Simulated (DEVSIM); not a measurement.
Device: abrupt Si n-p junction, at 300 K.

| layer (left to right) | material | thickness (μm) | Nd (cm⁻³) | Na (cm⁻³) | τn (s) | τp (s) |
|---|---|---|---|---|---|---|
| 1 | Si | 0.330 | 7.2e17 | - | 2.9e-6 | 2.9e-6 |
| 2 | Si | 200 | - | 1.1e17 | 2.9e-6 | 2.9e-6 |

Left contact: ohmic. Right contact: ohmic. Voltage is applied to the left contact. Recombination: SRH at mid-gap, Auger. Gap narrowing is on: ΔEg = 6.92 meV × (l + √(l² + 0.5)), l = ln(N/1.3e17 cm⁻³), shared equally by both band edges. Mobility is μmin + (μ − μmin)/(1 + (N/Nref)^α).

Constants are typed, rounded textbook-type inputs, not results; the design itself was drawn at random and stands for no fabricated device. Values at 300 K.

```
parameter           Si
-------------  -------
gap (eV)         1.124
affinity (eV)     4.05
permittivity      11.7
Nc (cm⁻³)      2.86e19
Nv (cm⁻³)       3.1e19
μn (cm²/Vs)       1417
μp (cm²/Vs)        470
μn,min              52
μp,min              45
Nref,n          9.7e16
Nref,p          2.2e17
αn                0.68
αp                0.72
Cn (cm⁶/s)     2.8e-31
Cp (cm⁶/s)     9.9e-32
```

DEVSIM, 1D drift-diffusion, Boltzmann statistics, complete ionisation; no tunnelling, impact ionisation, image-force lowering or self-heating.

**Question.** Give the dark forward current.

**Answer.** 
(V (V), J (A/cm²)): (-0.05, -4.9e-10); (-0.15, -7.7e-9); (-0.20, -3.5e-8); (-0.30, -1.2e-6); (-0.40, -5.2e-5); (-0.45, -0.00036); (-0.55, -0.017); (-0.60, -0.12); (-0.70, -3.5); (-0.80, -20); (-0.85, -31); (-0.95, -59); (-1.05, -92); (-1.10, -110); (-1.20, -150); (-1.25, -170); (-1.35, -220); (-1.45, -280); (-1.50, -300); (-1.60, -370)
